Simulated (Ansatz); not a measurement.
## Effect of pressure 4.5 GPa on Ir

Consider Ir in the fcc (Cu type) structure (space group Fm-3m, No. 225; a = 3.830 Å).

It is then changed as follows: a hydrostatic pressure of 4.5 GPa.

The values are results of Kohn–Sham DFT with the PBEsol functional, run in Ansatz (a quantum-chemistry and plane-wave program) with PAW and 420 eV plane waves, no spin-orbit coupling, not measurements. k-mesh 21×21×21 (Γ-centred); smearing 0.05 eV (Fermi–Dirac).

```csv
quantity,base,changed,shift
volume per atom,14.05 Å³,13.89 Å³,-0.16 Å³
density,22.72 g/cm³,22.98 g/cm³,+0.26 g/cm³
lattice parameter a,3.830 Å,3.816 Å,-0.014 Å
enthalpy H = E + PV relative to the base's energy,–,+0.39 eV/atom,–
band gap,zero,zero,–
```

Load acts through the strain it causes; cell and atoms are relaxed under it. Whether these cells are dynamically stable was not tested. All final runs are without spin polarisation.
